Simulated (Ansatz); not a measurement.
Start from CdS in the zinc blende structure (space group F-43m, No. 216; a = 5.825 Å). Axes: x, y, z lie along the cube axes.

Computed with Ansatz (a program for electronic structure), PBEsol, PAW, cutoff 420 eV, spin-orbit coupling left out, earlier PAW set.

The change: the cell is scaled by 0.9927 in all directions; the atoms relax in the strained cell.

Problem. Predict the stress tensor and what it implies for the stiffness.

Solution. Stress of the strained cell less that of the base (GPa, compression positive):
```
   1.42    0.00    0.00
   0.00    1.42    0.00
   0.00    0.00    1.42
```

Then B = −ΔP/(ΔV/V₀) with ΔV/V₀ = -0.0217 gives secant stiffness values (nonlinear terms included at this strain): B ≈ 65 GPa.

Whether these cells are dynamically stable was not tested.
